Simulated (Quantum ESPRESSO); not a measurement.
# Quick settings and what they miss: Mg₆AlCd (Amm2, 8 atoms in the cell)

Self-consistent single point.

```yaml
crystal:
  lattice:
    - [4.96104, 0.00000, 0.00000]
    - [0.00000, 3.14259, 5.34518]
    - [0.00000, -3.14259, 5.34518]
  atoms:
    - { symbol: Mg, position: [0.50000, 0.83343, 0.33405] }
    - { symbol: Mg, position: [0.50000, 0.33405, 0.83343] }
    - { symbol: Mg, position: [0.00000, 0.66871, 0.16173] }
    - { symbol: Mg, position: [0.00000, 0.16173, 0.66871] }
    - { symbol: Mg, position: [0.00000, 0.66917, 0.66917] }
    - { symbol: Mg, position: [0.00000, 0.16691, 0.16691] }
    - { symbol: Al, position: [0.50000, 0.83275, 0.83275] }
    - { symbol: Cd, position: [0.50000, 0.33324, 0.33324] }
```

Level of theory: PBEsol, SSSP 1.1.2 efficiency (PBE) pseudopotentials (plane waves; Quantum ESPRESSO).

Base settings: ecutwfc = 45 Ry; ecutrho = 360 Ry; occupations = smearing; smearing = gaussian; degauss = 0.0099958 Ry; input_dft = pbesol; K_POINTS = automatic 5 5 5 0 0 0; conv_thr = 1e-10 Ry; mixing_beta = 0.7.

Tight run (finer mesh or higher cutoff; not a proven limit): ecutwfc: 45 Ry → 63 Ry; ecutrho: 360 Ry → 504 Ry; conv_thr: 1e-10 Ry → 7.3e-11 Ry; K_POINTS: automatic 5 5 5 0 0 0 → automatic 7 7 7 0 0 0. It gave Fermi level (on the code's own zero) 5.36 eV; pressure 0.51 GPa; largest force (vector length) 0.048 eV/Å.

Quick runs, as changes from the base:
- A: the base itself
- B: ecutwfc: 45 Ry → 36 Ry; ecutrho: 360 Ry → 288 Ry; K_POINTS: automatic 5 5 5 0 0 0 → automatic 2 2 2 1 1 1
- C: ecutwfc: 45 Ry → 31 Ry; ecutrho: 360 Ry → 248 Ry; smearing: gaussian → marzari-vanderbilt; degauss: 0.0099958 Ry → 0.019992 Ry; conv_thr: 1e-10 Ry → 7.3e-05 Ry; K_POINTS: automatic 5 5 5 0 0 0 → automatic 4 4 4 0 0 0
- D: ecutwfc: 45 Ry → 24 Ry; ecutrho: 360 Ry → 120 Ry; input_dft: pbesol → default; pseudopotentials: {Mg: Mg.pbe-n-kjpaw_psl.0.3.0.UPF, Al: Al.pbe-n-kjpaw_psl.1.0.0.UPF, Cd: Cd.pbe-dn-rrkjus_psl.0.3.1.UPF} → {Mg: mg_lda_v1.4.uspp.F.UPF, Al: al_lda_v1.uspp.F.UPF, Cd: cd_lda_v1.uspp.F.UPF}; K_POINTS: automatic 5 5 5 0 0 0 → automatic 3 3 3 0 0 0 [LDA (PZ)]
- E: conv_thr: 1e-10 Ry → 7.3e-05 Ry; K_POINTS: automatic 5 5 5 0 0 0 → automatic 4 4 4 0 0 0
- F: ecutwfc: 45 Ry → 27 Ry; ecutrho: 360 Ry → 216 Ry; conv_thr: 1e-10 Ry → 7.3e-05 Ry; K_POINTS: automatic 5 5 5 0 0 0 → automatic 6 6 6 0 0 0

Energies are extrapolated to zero smearing width, which holds to low order in the width alone (under cold and Methfessel-Paxton smearing the free energy itself is taken).

Dashes: pressure of C, E, F, not trusted under this conv_thr with d or f elements; energy of D, another energy zero; time of D, under 30 s.

† marks runs with another functional, U, potentials or spin treatment: their distance from the tight run is not a convergence error alone.

The count of work is k-points × plane waves × bands × iterations; it is no time. Core times come from one kind of shared machine and are given to one figure; runs under 30 s give none.

The starting cell comes from a database of computed structures (which also holds hypothetical and non-ambient phases and stackings), without a prior relaxation at this level. Its lattice was rescaled by a random factor within 2.5 % of one.

```csv
run,energy less tight (meV/atom),pressure less tight (GPa),largest miss in a force vector (eV/Å),count of work / tight,core time / tight (rough)
A,5.4,-0.29,0.032,0.26,0.3
B,-87.4,-0.68,0.233,0.012,0.09
C,25.5,–,0.123,0.052,0.08
D†,–,-55.59,0.197,0.070,–
E,-6.5,–,0.122,0.092,0.1
F,200.8,–,0.046,0.11,0.10
```

Among the runs at the tight run's level, the energy misses run from 5.4 to 200.8 meV/atom.
